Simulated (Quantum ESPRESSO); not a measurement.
Parameter sweep on BIrPd (Fdd2, 12 atoms in the cell)

```
BIrPd
1.0
    0.00000     5.06550     3.31050
    4.38550     0.00000     3.31050
    4.38550     5.06550     0.00000
B Pd Ir
4 4 4
Direct
  0.76800   0.18600   0.69800
  0.18600   0.76800   0.34800
  0.55200   0.90200   0.48200
  0.90200   0.55200   0.06400
  0.36344   0.96016   0.86670
  0.96016   0.36344   0.80970
  0.38330   0.44030   0.88656
  0.44030   0.38330   0.28984
  0.11680   0.88320   0.64864
  0.88320   0.11680   0.35136
  0.60136   0.89864   0.13320
  0.89864   0.60136   0.36680
```

Base run A: PBEsol, GBRV 1.5 ultrasoft (PBESOL) pseudopotentials (Quantum ESPRESSO), self-consistent single point.

Its settings: ecutwfc = 40 Ry; ecutrho = 320 Ry; occupations = smearing; smearing = fermi-dirac; degauss = 0.0036749 Ry; K_POINTS = automatic 3 3 3 0 0 0; conv_thr = 1e-11 Ry.

The starting cell comes from a database of published, mostly measured structures (it also holds non-ambient and calculated ones), without a prior relaxation at this level. Spin polarisation is off. Without a gap this mesh is coarse (it stands for a supercell whose shortest vector is 16 Å).

ΔF is the free energy per atom less that of run A. 

```csv
run,change,ΔF (meV/atom),pressure (GPa),largest force (eV/Å),iterations
A,base,0.00,-1.99,0.228,14
B,diagonalization: default → cg,0.00,-1.99,0.228,17
C,diagonalization: default → paro,0.00,-1.99,0.228,13
D,diagonalization: default → rmm-davidson,0.00,-1.99,0.228,17
E,diagonalization: default → rmm-paro,0.00,-1.99,0.228,16
F,diago_david_ndim: default → 3,0.00,-1.99,0.228,14
G,diago_david_ndim: default → 4,0.00,-1.99,0.228,14
H,diago_full_acc: default → true,0.00,-1.99,0.228,14
```

Runs B, C, D, E, F, G, H gave the same state as A (within 1 meV/atom). The fewest iterations to that state were 13 (C); the most were 17.
